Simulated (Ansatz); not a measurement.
Consider the following.

```xyz
3
Lattice="0.0000 3.2264 3.2264 3.2264 0.0000 3.2264 3.2264 3.2264 0.0000" Properties=species:S:1:pos:R:3 pbc="T T T"
Sn     4.8396     4.8396     4.8396
Sn     1.6132     1.6132     1.6132
Pt     0.0000     0.0000     0.0000
```

All values below come from PBEsol, DFPT electron-phonon coupling, linearised Boltzmann equation (plane waves, PAW, scalar-relativistic; Ansatz, a program for electronic structure). Cell: relaxed with this functional, without spin-orbit coupling.

Q: What phonon-limited resistivity does this give at 300 K?

A: 11.9 μΩ·cm.

Q: How long is the mean free path there?

A: 13.5 nm, weighted by the current that each state carries. Wires not much wider than this gain resistivity from their walls.

A metal at this level (no band gap). Only scattering by harmonic phonons is included (no impurities, grain boundaries, electron-electron scattering or thermal expansion). Spin-orbit coupling is left out, which matters with elements this heavy. The run warned that the eigensolver left some states short of its tolerance. Halving the electron mesh (24x24x24) moves the resistivity by up to 5 % at 300 K, the mean free path by up to 4 %. Smearing 0.20 eV; phonons on a 4x4x4 q mesh, which this run doesn't test.

Formula and space group known from diffraction (Crystallography Open Database), not checked to be the room-temperature form: PtSn2 (Fm-3m).
